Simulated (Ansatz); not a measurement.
# A computed series for CuI: pressure series

Take CuI in the zinc blende structure (space group F-43m, No. 216; a = 6.023 Å) as the base.

Cell and atoms are relaxed at each pressure.

Level of theory: r2SCAN (Ansatz, a first-principles code), no spin-orbit coupling.

Notes on the quantities. enthalpy: H = E + PV relative to the base's energy.

```csv
case,band gap,lattice parameter a,enthalpy
base,1.67 eV,6.023 Å,–
pressure −2 GPa,1.52 eV,6.128 Å,-0.35 eV/atom
pressure −1 GPa,1.60 eV,6.071 Å,-0.17 eV/atom
pressure 3 GPa,1.85 eV,5.906 Å,+0.50 eV/atom
pressure 7 GPa,2.05 eV,5.791 Å,+1.12 eV/atom
pressure 15 GPa,2.37 eV,5.629 Å,+2.28 eV/atom
pressure 30 GPa,2.17 eV,5.432 Å,+4.25 eV/atom
pressure 50 GPa,1.87 eV,5.261 Å,+6.63 eV/atom
pressure 75 GPa,(withheld),(withheld),+9.34 eV/atom
pressure 100 GPa,1.31 eV,5.003 Å,+11.87 eV/atom
```

Q: Fill in the withheld entries from the trend.

A: 
- pressure 75 GPa, band gap: 1.57 eV
- pressure 75 GPa, lattice parameter a: 5.113 Å

Spin-orbit coupling, missing from the scalar runs, can matter with I. Load acts through the strain it causes; cell and atoms are relaxed under it. No phonon test of stability was made. Tetrahedral semiconductors of this kind turn to denser phases somewhere between about 1 and 50 GPa; those were not computed, so compressed cells here can lie past the real transition. All final runs are without spin polarisation.
